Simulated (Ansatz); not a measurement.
# Pressure series in KTaO3

Take KTaO3 in the cubic perovskite structure (space group Pm-3m, No. 221) as the base.

```cif
data_KO3Ta
_chemical_formula_sum 'K1 Ta1 O3'
_space_group_name_H-M_alt 'Pm-3m'
_space_group_IT_number 221
_space_group_name_Hall '-P 4 2 3'
_cell_length_a 3.98928
_cell_length_b 3.98928
_cell_length_c 3.98928
_cell_angle_alpha 90.000
_cell_angle_beta 90.000
_cell_angle_gamma 90.000
loop_
_atom_site_label
_atom_site_type_symbol
_atom_site_symmetry_multiplicity
_atom_site_Wyckoff_symbol
_atom_site_fract_x
_atom_site_fract_y
_atom_site_fract_z
_atom_site_occupancy
K1 K 1 a 0.00000 0.00000 0.00000 1
Ta1 Ta 1 b 0.50000 0.50000 0.50000 1
O1 O 3 c 0.00000 0.50000 0.50000 1
```

Cell and atoms are relaxed at each pressure.

Method: r2SCAN (Ansatz, a first-principles code, PAW, without spin-orbit coupling), earlier PAW set.

Two rows of this table had their results exchanged by mistake.

```tsv
pressure	volume per atom (Å³)	shortest distance (Å)	band gap
pressure −2 GPa	12.82	2.001	2.61 eV
pressure −1 GPa	12.76	1.998	2.63 eV
pressure 1.8 GPa	12.21	1.969	2.74 eV
pressure 4.2 GPa	12.46	1.982	2.69 eV
pressure 9 GPa	12.59	1.989	2.66 eV
pressure 18 GPa	11.80	1.947	2.83 eV
pressure 30 GPa	11.36	1.922	2.92 eV
pressure 45 GPa	10.90	1.895	3.01 eV
pressure 60 GPa	10.51	1.873	3.09 eV
```

Which two?

The rows for pressure 1.8 GPa and pressure 9 GPa: the volume has to fall steadily with pressure, so 12.59 Å³ belongs to pressure 1.8 GPa and 12.21 Å³ to pressure 9 GPa.

With Ta present, leaving out spin-orbit coupling can change the band edges. Load acts through the strain it causes; cell and atoms are relaxed under it. Stability against distortions was not tested. No other phases were tried under pressure.
